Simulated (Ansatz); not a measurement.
For BeTe (model structure, started from the GeS type, P4/nmm, No. 129, 8 atoms in the cell), PBEsol in Ansatz (PAW) gives:

```
Item                                 Result
---------------------------  --------------
equilibrium volume per atom   23.58 Å³/atom
formation enthalpy           -0.238 eV/atom
```

### Question
What does PBE-D3(BJ) in Ansatz (plane waves, PAW) give for the same quantities?

### Answer

- equilibrium volume per atom: 22.46 Å³/atom (falls by 4.7 %)
- formation enthalpy: -0.180 eV/atom (moves by +0.058 eV/atom)

Changes are worked out from the printed values.

Unless a cell is named, each level is at its own relaxed cell (PBEsol 23.58, PBE-D3(BJ) 22.46 Å³/atom).

Levels without +SOC leave out spin–orbit coupling, which shifts energies and cells of such heavy elements.

Ansatz's density-functional and Hartree–Fock values are scalar-relativistic unless marked +SOC, with PAW data made under PBE.

A model structure was made by putting elements into a prototype or built by hand; it is no filed structure, need not be a known phase, and can be a saddle point held by its symmetry.

Ansatz is a quantum-chemistry and plane-wave program.
